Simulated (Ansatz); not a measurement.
Seebeck coefficient (μV/K, mean over directions) of p-type BaF2 (Fm-3m) against carrier density, PBEsol, rigid bands in Ansatz (an electronic-structure program). Computed gap 6.83 eV; densities at which minority carriers matter at this gap, or further valleys turn the trend, are left out. Conductivity mass 4.4 mₑ (harmonic mean over directions), N_v = 2.8e21 cm⁻³ at 300 K.

| hole density | 300 K | 500 K |
|---|---|---|
| 1e16 cm⁻³ | 1280 | 1323 |
| 1e17 cm⁻³ | 1081 | 1125 |
| 1e18 cm⁻³ | 883 | 926 |
| 3e18 cm⁻³ | 788 | 832 |
| 1e19 cm⁻³ | 684 | 728 |
| 3e19 cm⁻³ | ___ | 633 |
| 1e20 cm⁻³ | ___ | 530 |
| 3e20 cm⁻³ | 392 | 435 |
| 1e21 cm⁻³ | 290 | ___ |

Fill in the missing entries.


- 3e19 cm⁻³, 300 K: 590
- 1e20 cm⁻³, 300 K: 486
- 1e21 cm⁻³, 500 K: 331

Rigid bands with a gap fixed in temperature, one relaxation time for all states, no polarons or phonon drag, and whether or not such doping can be reached. Spin-orbit coupling is left out; where it splits the top of the valence band, N_v and the p-type Seebeck coefficient come out somewhat high without it.
